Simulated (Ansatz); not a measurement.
1T (CdI2-type) CaI2, treated with HSE06-D3(BJ) in Ansatz (PAW).

Settings: plane-wave cutoff 500 eV, 6×6×4 k mesh (along the axes of the cell as run), gaussian smearing 0.02 eV, scalar-relativistic PAW data made under PBE.

Computed at the level's own relaxed cell.

**Question.** What does this level give for the equilibrium volume per atom, lattice constant a and lattice parameter c?

**Answer.** 
- equilibrium volume per atom: 38.05 Å³/atom
- lattice constant a: 4.408 Å
- lattice parameter c: 6.784 Å

Note: the volume lies 6 % below that of the published cell.

Spin–orbit coupling is not included.

The computed numbers hold no vibrational or temperature effects.

Ansatz is an electronic-structure program.
